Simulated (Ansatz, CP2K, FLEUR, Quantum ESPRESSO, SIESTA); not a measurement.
## LaMg6Zr (Amm2, 8 atoms in the cell) computed with different codes at matched settings

Self-consistent single point.

```xyz
8
Lattice="5.2147 0.0000 0.0000 0.0000 3.2209 5.7981 0.0000 -3.2209 5.7981" Properties=species:S:1:pos:R:3 pbc="T T T"
La     2.6073     0.0000     7.7336
Mg     2.6073     1.6127     4.8432
Mg     2.6073    -1.6127     4.8432
Mg     0.0000     1.6851     6.7558
Mg     0.0000    -1.6851     6.7558
Mg     0.0000     0.0000     3.8285
Mg     0.0000     0.0000     9.7419
Zr     2.6073     0.0000     1.8828
```

All programs got the same cell, k-point mesh and kind of occupations (in Ansatz's words: kpoints.mp_grid.grid = 3 3 3; scf.occupations.method = gaussian; scf.occupations.width = 0.2 eV); potentials, basis and cutoffs are each program's usual ones.

| code | model | pressure (GPa) | largest force (eV/Å) | k-points | cutoff |
|---|---|---|---|---|---|
| CP2K | PBEsol, GPW, TZVP-MOLOPT-SR-GTH basis, GTH-PBE potentials (GTH_POTENTIALS) | 1.43 | 0.087 | 14 | grid 500 Ry |
| Ansatz | PBEsol, PAW files made with PBE | -0.20 | 0.107 | 8 | default |
| SIESTA | GGA PBEsol, numerical atomic orbitals DZP, PseudoDojo PBEsol standard norm-conserving potentials (rewritten from UPF to PSML) | 0.63 | 0.113 | 14 | grid 400 Ry |
| Quantum ESPRESSO | PBEsol, GBRV 1.5 ultrasoft (PBESOL) pseudopotentials | -0.16 | 0.109 | 8 | 40 Ry |
| FLEUR | PBEsol, all-electron FLAPW (FLEUR), scalar-relativistic valence | – | 0.111 | 8 | Kmax 3.8 1/bohr |

Size of the force on each atom (eV/Å): Sizes of forces hide their directions.

```tsv
code	La1	Mg2	Mg3	Mg4	Mg5	Mg6	Mg7	Zr8
CP2K	0.047	0.049	0.049	0.062	0.062	0.073	0.087	0.003
Ansatz	0.048	0.033	0.033	0.064	0.064	0.086	0.107	0.021
SIESTA	0.039	0.047	0.047	0.113	0.113	0.019	0.061	0.036
Quantum ESPRESSO	0.048	0.033	0.033	0.068	0.068	0.088	0.109	0.018
FLEUR	0.049	0.032	0.032	0.068	0.068	0.085	0.111	0.018
```

A dash marks a value that a program does not give, or that is left out as unsure.

The spread over the programs that give each value: pressure within 1.63 GPa; largest force within 0.026 eV/Å.

The starting cell comes from a database of computed structures (which also holds hypothetical and non-ambient phases and stackings), without a prior relaxation at this level. Its lattice was rescaled by a random factor within 2.5 % of one. On Ansatz's run: Without a gap this mesh is coarse (it stands for a supercell whose shortest vector is 16 Å).

**Question.** Why do the programs differ, and what cannot be compared?

**Answer.** Differences of this kind can come from the potentials, where these differ, and from what each basis and cutoff leave unconverged. The valence holds different numbers of electrons (CP2K 35, Ansatz (a first-principles code) 83, SIESTA 83, Quantum ESPRESSO 83, FLEUR 83). The zero of total energies and Fermi levels follows the potentials and each program's conventions, so they are not compared here. CP2K and SIESTA use small atom-centred bases, whose incompleteness enters pressures, forces and empty levels differently from a plane-wave cutoff. FLEUR treats all electrons, but the usual bases taken here (sphere radii, linearisation, local orbitals, empty states) were not tested for convergence, so the values are no reference for the others. Ansatz's pressure is given at a fixed set of plane waves, as the other plane-wave codes print theirs. The programs reduce the same mesh by symmetry to different extents, which changes the work and not the result. In the pressure, CP2K (by 1.61) lies more than 1 GPa from the median of the plane-wave programs. In the force vectors, SIESTA (by 0.112) lies more than 0.08 eV/Å from the median of the plane-wave programs.

The shared mesh is coarse (it stands for a supercell whose shortest vector is 16 Å), so the values are not converged in it.

Left out of this page: ABINIT (stopped by limits of time or memory); Elk (not drawn, or without a comparable value).

Keys are those of Ansatz 0.2.
